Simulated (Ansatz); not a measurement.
Output of an Ansatz run (abridged):

```
WARN ansatz: RAYON_NUM_THREADS=1 ignored (pool sized by the plan → 1); use --threads N
basis.fft_grid_basis auto: the FFT boxes are laid along the combinations [[1, 0, -1], [0, 1, -1], [0, 0, 1]] of the cell's own vectors, 4.567, 4.567 and 9.086 …
Pseudopotentials: kind: paw
Pseudopotential: Ba, paw, valence charge 10
Pseudopotential: Li, paw, valence charge 3
Pseudopotential: Mg, paw, valence charge 10
Pseudopotential: Si, paw, valence charge 4
Crystal: 7 atoms, lattice volume = 157.058 Å³
Basis set: ecut = 420 eV, 3101 PW (Γ), FFT grids on a1−a3, a2−a3, a3
Bands: 29, of which v1, the nominal top of the filled ones, is band 22 counted from 1 (21 counted from 0)
Symmetry: 6 space group operations
Space group: R3m (ITA 160), of the structure as read, at distance tolerance 5.4e-5 Å
k-points: 19 of 125 (time reversal used)
PAW frozen core: Ba, regenerated for the run's functional, and the local potential with it
PAW frozen core: Mg, regenerated for the run's functional, and the local potential with it
PAW frozen core: Si, regenerated for the run's functional, and the local potential with it
Initial density: superposition of atomic densities (neutral atoms: chi_scale 0, normalization atom), corrected by the library's trained network
Initial wavefunctions: pseudopotential atomic-orbital guess
Eigensolver: davidson
Functional: x = slater, c = lda
SCF iter   1: F=—  HF=-11205.771533 eV  |F-HF|=—  |Δ(HF+E_count)|=         —  Δρ=5.29e-3  dr2=3.48e-2  ethr=1.77e-3  ⟨swp⟩=8.4  Hψ=2924  notcnv=0
all-band conjugate gradients solve this SCF's bands
preconditioner: auto → Kerker (q_TF=auto, 2.207 Å⁻¹)
SCF iter   2: F=—  HF=-11205.753996 eV  |F-HF|=—  |Δ(HF+E_count)|=   1.75e-2  Δρ=2.72e-3  dr2=1.68e-2  ethr=7.92e-5  ⟨swp⟩=2.3  Hψ=985  notcnv=0
SCF iter   3: F=—  HF=-11205.749189 eV  |F-HF|=—  |Δ(HF+E_count)|=   4.81e-3  Δρ=7.10e-4  dr2=1.22e-3  ethr=3.82e-5  ⟨swp⟩=2.2  Hψ=894  notcnv=0
SCF iter   4: F=—  HF=-11205.748997 eV  |F-HF|=—  |Δ(HF+E_count)|=   1.93e-4  Δρ=1.96e-4  dr2=1.49e-4  ethr=2.78e-6  ⟨swp⟩=1.0  Hψ=551  notcnv=0
SCF iter   5: F=—  HF=-11205.748985 eV  |F-HF|=—  |Δ(HF+E_count)|=   1.22e-5  Δρ=4.41e-5  dr2=1.29e-5  ethr=3.38e-7  ⟨swp⟩=2.0  Hψ=636  notcnv=0
SCF iter   6: F=—  HF=-11205.749042 eV  |F-HF|=—  |Δ(HF+E_count)|=   5.76e-5  Δρ=1.27e-5  dr2=1.76e-6  ethr=2.94e-8  ⟨swp⟩=1.7  Hψ=615  notcnv=0
SCF iter   7: F=—  HF=-11205.749042 eV  |F-HF|=—  |Δ(HF+E_count)|=   2.13e-7  Δρ=3.88e-6  dr2=2.11e-7  ethr=4.00e-9  ⟨swp⟩=1.7  Hψ=646  notcnv=0
SCF iter   8: F=-11205.749042 eV  HF=-11205.749042 eV  |F-HF|=4.23e-9  |Δ(HF+E_count)|=   3.02e-8  Δρ=9.45e-7  dr2=5.86e-9  ethr=2.27e-10  ⟨swp⟩=5.2  Hψ=2297  notcnv=0
SCF 1 converged in 8 iterations: F = -11205.749042 eV  dr2 = 5.86e-9
SCF converged after 8 iterations
Free energy (F): -11205.749042 eV
Harris-Foulkes:  -11205.749042 eV  (|F-HF|=4.23e-9)
Internal energy: -11205.704675 eV  (E = F + TS)
E sigma→0 (E₀):  -11205.726858 eV
Entropy (-TS):   -0.044367 eV (-6.338 meV/atom)
Fermi energy:    5.757417 eV
--- Per-component energies (eV) ---
  E_band       = -921.183981
  E_kinetic    = 442.464790
  E_local      = -4375.587796  (includes V_loc(G=0)·N_el)
  E_nonlocal   = 240.211132
  E_hartree    = 1613.264988
  E_xc         = -353.897707
  E_vxc        = -330.821779  (∫ρ·V_xc dr)
  E_paw        = -6608.968641  (= ΣΔE_a)
  E_vpaw       = -123.980963  (= ΣTr[D̂ρ^β])
  E_aug_tail   = 0.000033  (compensation charges beyond the density's cutoff)
  E_ewald      = -2163.943609
  E_core_change = 0.752136  (= ΣΔE_core)
  E_smearing   = -0.044367  (= −TS)
  E_closure    = -0.000000  (closes the sum)
  Σ components = -11205.749042   (vs F -11205.749042, Δ=0.00e0)
--- Forces (eV/Å), atoms counted from 1 ---
  atom   1  Ba     0.00000000     0.00000000    -0.19720548
  atom   2  Li     0.00000000     0.00000000     0.02103303
  atom   3  Li     0.00000000    -0.00000000     0.04029260
  atom   4  Mg     0.00000000    -0.00000000     0.05816125
  atom   5  Mg    -0.00000000     0.00000000     0.08668449
  atom   6  Si     0.00000000    -0.00000000    -0.01297762
  atom   7  Si    -0.00000000     0.00000000     0.00401024
  max |Σ_I F_I| component: 1.49e-6 eV/Å
--- Stress (GPa, compression-positive) ---
       -2.522577       0.000000       0.000000
        0.000000      -2.522577       0.000000
        0.000000       0.000000      -2.011381
  P = ⅓ Tr σ = -2.3522 GPa (-23.522 kbar)
  The stress holds the Pulay correction. Without it, at fixed plane waves, as pw.x and ABINIT print it: P = -2.3641 GPa
--- Band table (eV; the first three rows and the last of 19) ---
  k-point 0: bands = ["-69.2952", "-69.2732", "-39.2924", "-39.2525", "-36.7252", "-36.7252", "-36.7181", "-36.7008", "-36.7008", "-36.6943", "-22.1960", "-7.4947", "-7.2375", "-7.2375", "-2.3425", "-1.1180", "2.0828", "5.3091", "5.3091", "5.5706", [...]
  k-point 1: bands = ["-69.2952", "-69.2732", "-39.2924", "-39.2525", "-36.7254", "-36.7254", "-36.7187", "-36.7007", "-36.7005", "-36.6941", "-22.1884", "-7.4636", "-7.3635", "-7.2649", "-2.0677", "-1.0471", "2.4623", "3.9763", "4.4304", "4.7472", [...]
  k-point 2: bands = ["-69.2952", "-69.2732", "-39.2923", "-39.2525", "-36.7258", "-36.7256", "-36.7195", "-36.7004", "-36.7000", "-36.6937", "-22.1761", "-7.5557", "-7.4111", "-7.3084", "-1.4976", "-0.8790", "2.4416", "2.6320", "3.7256", "4.1683", [...]
  k-point 18: bands = ["-69.2952", "-69.2732", "-39.2924", "-39.2525", "-36.7254", "-36.7254", "-36.7187", "-36.7007", "-36.7005", "-36.6941", "-22.1884", "-7.4655", "-7.3634", "-7.2649", "-1.9016", "-1.2919", "2.8363", "3.7230", "4.4228", "4.8776", [...]
```

The structure:

```xyz
7
Lattice="2.2835 1.3184 8.6951 -2.2835 1.3184 8.6951 0.0000 -2.6367 8.6951" Properties=species:S:1:pos:R:3 pbc="T T T"
Ba     0.0000     0.0000     0.0500
Li     0.0000     0.0000    14.8802
Li     0.0000     0.0000    11.2051
Mg     0.0000     0.0000    22.5462
Mg     0.0000     0.0000     3.5391
Si     0.0000     0.0000    19.7700
Si     0.0000     0.0000     6.3153
```

**Question.** Write an input that gives this output.

**Answer.** Other spellings and defaults could give the same log, and not every line can be read from it. The input that was run (DFT, LDA (PW92), plane waves, default PAW files made with PBE):

Ansatz 0.2 input:
```yaml
# BaLi2(MgSi)2
crystal:
  lattice:
    - [2.283479, 1.318367, 8.695106]
    - [-2.283479, 1.318367, 8.695106]
    - [0.000000, -2.636734, 8.695106]
  atoms:
    - { symbol: Ba, position: [0.001917, 0.001917, 0.001917] }
    - { symbol: Li, position: [0.570443, 0.570443, 0.570443] }
    - { symbol: Li, position: [0.429557, 0.429557, 0.429557] }
    - { symbol: Mg, position: [0.864327, 0.864327, 0.864327] }
    - { symbol: Mg, position: [0.135673, 0.135673, 0.135673] }
    - { symbol: Si, position: [0.757897, 0.757897, 0.757897] }
    - { symbol: Si, position: [0.242103, 0.242103, 0.242103] }
basis:
  ecutwfc: 420.0 eV
kpoints:
  mp_grid:
    grid: [5, 5, 5]
hamiltonian:
  xc: lda
  pseudopotentials:
    kind: paw
scf:
  occupations:
    method: fermi_dirac
    width: 0.1 eV
output:
  forces: true
  eigenvalues: true
  stress: true
```

The starting cell comes from a database of computed structures (which also holds hypothetical and non-ambient phases and stackings), without a prior relaxation at this level. Its lattice was rescaled by up to half a per cent. One atom was moved a little off its site on purpose. Ansatz's pressure includes its estimate of the finite-basis (Pulay) stress.

Ansatz is a program for electronic structure.
